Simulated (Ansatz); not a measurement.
Consider LiCl in the rock salt structure (space group Fm-3m, No. 225).

```
LiCl
1.0
    0.00000     2.57519     2.57519
    2.57519     0.00000     2.57519
    2.57519     2.57519     0.00000
Li Cl
1 1
Direct
  0.00000   0.00000   0.00000
  0.50000   0.50000   0.50000
```

The values are results of Ansatz (a quantum-chemistry and plane-wave program) PBE, no spin-orbit coupling, not measurements.

One change was made to it. Results:

The band gap goes up by 0.05 eV to 6.31 eV; the lattice parameter a decreases by 0.016 Å to 5.134 Å.

### Question
Which of these changes matches the shifts?
A. pressure 5 GPa
B. pressure −2 GPa
C. pressure 0.3 GPa
D. pressure −1 GPa
E. pressure 3 GPa

### Answer
C, pressure 0.3 GPa. For comparison, the band gap in the other runs: pressure −1 GPa gives 6.07 eV; pressure −2 GPa gives 5.86 eV; pressure 5 GPa gives 6.84 eV; pressure 3 GPa gives 6.73 eV.

Load acts through the strain it causes; cell and atoms are relaxed under it. Stability against distortions was not tested. No other phases were tried under pressure.
